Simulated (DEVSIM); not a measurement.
System: illuminated Si n-on-p cell, one wavelength, at 300 K.

Layer 1 from the left is Si, thickness (μm) 0.880, Nd (cm⁻³) 3.4e18, τn (s) 9.6e-7, τp (s) 1.9e-5, absorption coefficient (cm⁻¹) 330. Layer 2 from the left is Si, thickness (μm) 83.0, Na (cm⁻³) 2.4e17, τn (s) 8e-5, τp (s) 8e-5, absorption coefficient (cm⁻¹) 330.

Left contact: ohmic, minority hole recombination velocity 3e6 cm/s. Right contact: ohmic, minority electron recombination velocity 200 cm/s. Voltage is applied to the left contact. Recombination: SRH at mid-gap, radiative, Auger. Light enters at the left, 8.6e16 photons cm⁻² s⁻¹, one pass, no reflection. Mobility is μmin + (μ − μmin)/(1 + (N/Nref)^α).

This is a model device: material constants are rounded textbook-type values typed into the input, and sizes, dopings and lifetimes were drawn at random. Values at 300 K.

Si: gap (eV) 1.124, affinity (eV) 4.05, permittivity 11.7, Nc (cm⁻³) 2.86e19, Nv (cm⁻³) 3.1e19, μn (cm²/Vs) 1417, μp (cm²/Vs) 470, μn,min 52, μp,min 45, Nref,n 9.7e16, Nref,p 2.2e17, αn 0.68, αp 0.72, B (cm³/s) 4.7e-15, Cn (cm⁶/s) 2.8e-31, Cp (cm⁶/s) 9.9e-32.

Model (solved in DEVSIM): 1D drift-diffusion, Boltzmann statistics, complete ionisation; no tunnelling, impact ionisation, image-force lowering or self-heating.

Dark forward current:

```
|V| (V)  |J| (A/cm²)
-------  -----------
0.25        3.619e-9
0.30        2.188e-8
0.35        1.426e-7
0.40        9.626e-7
0.45        6.591e-6
0.50        4.540e-5
0.55       0.0003135
0.60        0.002167
0.65         0.01498
0.70          0.1033
0.75          0.7030
0.80           4.424
0.85           21.78
0.90           81.06
0.95           247.0
1.00           593.0
1.05            1136
1.10            1854
1.15            2718
```

Work out the local ideality factor n = ΔV / (kT/q · ln(J2/J1)) between the rows 0.25 and 0.30 V, 0.60 and 0.65 V, 1.10 and 1.15 V.

kT/q = 25.85 mV. From 0.25 to 0.30 V: ln(2.188e-8/3.619e-9) = 1.799, n = 1.07, near the 1 of diffusion or emission over a barrier. From 0.60 to 0.65 V: ln(0.01498/0.002167) = 1.933, n = 1.00, near the 1 of diffusion or emission over a barrier. From 1.10 to 1.15 V: ln(2718/1854) = 0.383, n = 5.06.

What current could the absorbed light give at most, and what share is collected?

Σ αd = 2.77, so qΦ(1 − exp(−Σ αd)) = 12.9 mA/cm². The simulated short-circuit current is 12.09 mA/cm², a share of 0.94.

Estimate the open-circuit voltage by superposition: the voltage at which the dark current equals that short-circuit current.

Interpolating ln J in the table gives 0.644 V. The simulation gives 0.644 V, the same within the digits that matter. Superposition holds where collection doesn't change with voltage.

Estimate the fill factor from FF0 = (v − ln(v + 0.72))/(v + 1), v = qVoc/(nkT), with n from the dark curve.

The rows about Voc, 0.60 and 0.65 V, give n = 1.00, so v = 24.9 and FF0 = 0.836. The simulation gives 0.836, the same within the digits that matter.
